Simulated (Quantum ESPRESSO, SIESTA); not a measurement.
A SIESTA input for a self-consistent single point of LiLaO₃ (Pm-3m, 5 atoms in the cell) (DFT, GGA PBEsol, numerical atomic orbitals DZP, PseudoDojo PBEsol standard norm-conserving potentials (rewritten from UPF to PSML)):

```
# files in the folder: Li.psml La.psml O.psml (PseudoDojo PBEsol standard)
SystemName  LiLaO3
SystemLabel LiLaO3

NumberOfAtoms                5
NumberOfSpecies              3
%block ChemicalSpeciesLabel
  1 3 Li
  2 57 La
  3 8 O
%endblock ChemicalSpeciesLabel
LatticeConstant              1.0 Ang
%block LatticeVectors
     3.822630000    0.000000000    0.000000000
     0.000000000    3.822630000    0.000000000
     0.000000000    0.000000000    3.822630000
%endblock LatticeVectors
AtomicCoordinatesFormat      Ang
%block AtomicCoordinatesAndAtomicSpecies
     1.911315000    1.911315000    1.911315000  1
     0.000000000    0.000000000    0.000000000  2
     1.911315000    1.911315000    0.000000000  3
     0.000000000    1.911315000    1.911315000  3
     1.911315000    0.000000000    1.911315000  3
%endblock AtomicCoordinatesAndAtomicSpecies

XC.functional                GGA
XC.authors                   PBEsol
PAO.BasisSize                DZP
PAO.EnergyShift              0.01 Ry
PAO.Polarization.NonPerturbative true
MeshCutoff                   400 Ry
%block kgrid.MonkhorstPack
    6   0   0  0.0
    0   6   0  0.0
    0   0   6  0.0
%endblock kgrid.MonkhorstPack
OccupationFunction           FD
ElectronicTemperature        100.0 meV

MaxSCFIterations             150
SCF.Mixer.Method             Pulay
SCF.Mixer.Weight             0.25
SCF.Mixer.History            8
SCF.DM.Tolerance             1.0E-05
Diag.ParallelOverK           true
WriteForces                  true
```

**Question.** Translate this input to Quantum ESPRESSO.

**Answer.** This is the input that was run; spellings and numerical settings could be chosen otherwise.

```fortran
&control
    calculation = 'scf'
    prefix = 'run'
    outdir = './out'
    pseudo_dir = './'
    tprnfor = .true.
    tstress = .true.
/
&system
    ibrav = 0
    nat = 5
    ntyp = 3
    ecutwfc = 40
    ecutrho = 200
    occupations = 'smearing'
    smearing = 'fd'
    degauss = 0.0073499
/
&electrons
    conv_thr = 1.0d-10
/
ATOMIC_SPECIES
Li     6.9400  li_pbesol_v1.4.uspp.F.UPF
La   138.9055  la_pbesol_v1.uspp.F.UPF
O     15.9990  o_pbesol_v1.2.uspp.F.UPF
CELL_PARAMETERS angstrom
   3.82263000     0.00000000     0.00000000
   0.00000000     3.82263000     0.00000000
   0.00000000     0.00000000     3.82263000
ATOMIC_POSITIONS alat
Li    0.50000000    0.50000000    0.50000000
La    0.00000000    0.00000000    0.00000000
O     0.50000000    0.50000000    0.00000000
O     0.00000000    0.50000000    0.50000000
O     0.50000000    0.00000000    0.50000000
K_POINTS automatic
6 6 6  0 0 0
```

Basis settings and potentials, where a program has them, do not carry over. This input uses DFT, PBEsol, plane waves, GBRV 1.5 ultrasoft (PBESOL) pseudopotentials. Both were run: pressure -7.48 GPa in SIESTA and -7.46 in Quantum ESPRESSO.

On Quantum ESPRESSO: the starting cell comes from a database of computed structures (which also holds hypothetical and non-ambient phases and stackings), without a prior relaxation at this level. With a pressure of about -7 GPa the cell is away from its equilibrium volume at this level.

On SIESTA: the starting cell comes from a database of computed structures (which also holds hypothetical and non-ambient phases and stackings), without a prior relaxation at this level. Values carry the incompleteness of an atom-centred basis. With a pressure of about -7 GPa the cell is away from its equilibrium volume at this level.
